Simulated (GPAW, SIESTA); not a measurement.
A SIESTA input for a self-consistent single point of InAs (F-43m, 2 atoms in the cell) (DFT, GGA PBE, numerical atomic orbitals DZP, PseudoDojo PBE standard norm-conserving potentials (rewritten from UPF to PSML)):

```
# files in the folder: In.psml As.psml (PseudoDojo PBE standard)
SystemName  InAs
SystemLabel siesta

NumberOfAtoms                2
NumberOfSpecies              2
%block ChemicalSpeciesLabel
  1 49 In
  2 33 As
%endblock ChemicalSpeciesLabel
LatticeConstant              1.0 Ang
%block LatticeVectors
     0.000000000    3.030000000    3.030000000
     3.030000000    0.000000000    3.030000000
     3.030000000    3.030000000    0.000000000
%endblock LatticeVectors
AtomicCoordinatesFormat      Fractional
%block AtomicCoordinatesAndAtomicSpecies
     0.000000000    0.000000000    0.000000000  1
     0.250000000    0.250000000    0.250000000  2
%endblock AtomicCoordinatesAndAtomicSpecies

XC.functional                GGA
XC.authors                   PBE
PAO.BasisSize                DZP
PAO.EnergyShift              0.01 Ry
MeshCutoff                   350 Ry
%block kgrid.MonkhorstPack
    9   0   0  0.0
    0   9   0  0.0
    0   0   9  0.0
%endblock kgrid.MonkhorstPack
OccupationFunction           FD
ElectronicTemperature        580.23 K

MaxSCFIterations             150
SCF.Mixer.Method             Broyden
SCF.Mixer.Weight             0.25
SCF.Mixer.History            8
SCF.DM.Tolerance             1.0E-04
Diag.ParallelOverK           true
WriteForces                  true
Charge.Mulliken              end
```

### Question
Translate this input to GPAW.

### Answer
This is the input that was run; spellings and numerical settings could be chosen otherwise.

```python
from ase import Atoms
from ase.units import GPa
from gpaw import GPAW, PW, FermiDirac

atoms = Atoms(['In', 'As'],
              cell=[[0.000000, 3.030000, 3.030000],
                    [3.030000, 0.000000, 3.030000],
                    [3.030000, 3.030000, 0.000000]],
              scaled_positions=[[0.000000, 0.000000, 0.000000],
                                [0.250000, 0.250000, 0.250000]],
              pbc=True)

calc = GPAW(mode=PW(550),
            xc='PBE',
            kpts=(9, 9, 9),
            occupations=FermiDirac(0.05),
            nbands=-6,
            convergence={'density': 1e-05, 'bands': -4},
            symmetry={'symmorphic': False, 'tolerance': 0.0005},
            maxiter=100)

atoms.calc = calc

energy = atoms.get_potential_energy()
print('Energy (eV):', round(energy, 6))
forces = atoms.get_forces()
print('Forces (eV/Ang):')
print(forces.round(5))
stress = atoms.get_stress()
print('Stress (GPa, Voigt):', (stress / GPa).round(4))
```

Basis, cutoffs, solver keys and any potentials are the target program's own. This input uses DFT PBE, plane waves, GPAW PAW datasets PBE (gpaw-data 1.0.1). Both were run: pressure 3.78 GPa in SIESTA and 3.15 in GPAW.

On GPAW: the starting cell has typed, rounded lattice constants, without a prior relaxation at this level. With a pressure of about 3 GPa the cell is away from its equilibrium volume at this level. The run gives no clean gap (levels at the Fermi energy touch, overlap or are partly filled at this smearing), which alone does not show that the compound is a metal.

On SIESTA: the starting cell has typed, rounded lattice constants, without a prior relaxation at this level. Values carry the incompleteness of an atom-centred basis. With a pressure of about 4 GPa the cell is away from its equilibrium volume at this level. The run gives no clean gap (levels at the Fermi energy touch, overlap or are partly filled at this smearing), which alone does not show that the compound is a metal.
